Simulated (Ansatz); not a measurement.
## Al3Sc: energy against volume

Al3Sc (L1_2, Pm-3m, 17.314 Å³/atom and stress up to 0.01 GPa in the relaxed cell, cube axes along x, y and z) under an equal strain ε along all three axes. PBE in Ansatz, a plane-wave DFT program (PAW, default set), 420 eV, 14×14×14 Γ-centred mesh, Fermi-Dirac smearing 0.10 eV; ions are relaxed, or left where forces stay under 0.02 eV/Å, within the symmetry of each cell.

Here V stands for volume and E for E less E0.

| volume (Å³/atom) | E less E0 (meV/atom) | pressure (GPa) |
|---|---|---|
| 16.3962 | 14.04 | 5.26 |
| 16.6986 | 6.04 | 3.37 |
| 17.0047 | 1.42 | 1.62 |
| 17.3145 | 0.00 | 0.00 |
| 17.6280 | 1.61 | -1.49 |
| 17.9453 | 6.09 | -2.87 |
| 18.2664 | 13.26 | -4.13 |
| 18.9200 | ? | ? |

Problem. Using the third-order Birch-Murnaghan form, a cubic in V^(-2/3), estimate the missing E at V = 18.9200 from the other rows, showing the fit.

Solution. With u = V^(-2/3) - 0.149, the rows have u = 0.005943, 0.004066, 0.002224, 0.000415, -0.001362, -0.003108, -0.004822. Least squares gives E = 0.112 - 459.9·u + 470878·u² + 147191·u³. Residuals (row less fit): -0.001, 0.003, 0.000, -0.002, -0.002, 0.005, -0.002; standard error 0.004 (degrees of freedom: 3). Its minimum lies at u = 0.000488, so V0 = (0.149488)^(-3/2) = 17.30. There d²E/du² = 942200 and d³E/du³ = 883100, so B0 = (4/9) × 17.30^(-7/3) × 942200 × 0.160218 = 86.7 GPa (the last factor turns the table's units into GPa), and B0' = 4 + (2/3) × 0.149488 × (883100)/942200 = 4.1. B0' rests on the cubic coefficient alone and has a standard error of 0.1 from these residuals. At the withheld row, u = -0.008162, so E = 0.112 - 459.9 × (-0.008162) + 470878 × (-0.008162)² + 147191 × (-0.008162)³ = 35.155 meV/atom. The calculation gives 35.09 meV/atom, 0.065 meV/atom below the prediction (0.2 % of the range of E in the table). The row lies outside the fitted rows, so this is an extrapolation. The scatter of the fitted rows lies at the last printed digit.

In a metal these values are sensitive to mesh and smearing; energies are taken to zero smearing, stresses follow the free energy. The runs aren't spin-polarised. Other structures, which can take over under pressure, weren't tried. The same form fitted to the pressure column gives B0' = 4.1; series where the two differ by over 0.4 aren't shown. Rows are the converged runs of the series near zero and its far end, less any whose ions stayed unrelaxed beside relaxed ones; series whose fitted rows scatter by over a few per cent of the range, as at a crossing or softening among them, aren't shown in this form.
